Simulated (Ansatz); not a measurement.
# TaC: Ta → Nb

Consider TaC in the rock salt structure (space group Fm-3m, No. 225; a = 4.476 Å).

Modification: full substitution Ta → Nb; the structure is relaxed again.

Level of theory: PBE, PAW, 420 eV (Ansatz, a program for electronic structure; scalar-relativistic without spin-orbit coupling). Settings: 18×18×18 k-points, 0.05 eV Fermi–Dirac smearing.

```csv
quantity,base,changed,shift
volume per atom,11.21 Å³,11.28 Å³,+0.07 Å³
density,14.29 g/cm³,7.72 g/cm³,-6.57 g/cm³
lattice parameter a,4.476 Å,4.485 Å,+0.009 Å
shortest interatomic distance,2.238 Å,2.243 Å,+0.005 Å
band gap,zero,zero,–
```

Cost of the whole job for the changed cell (relaxation, final SCF and bands): roughly 50 core-seconds.

No phonon test of stability was made. All final runs are without spin polarisation. An odd electron count without spin: NbC and TaC.
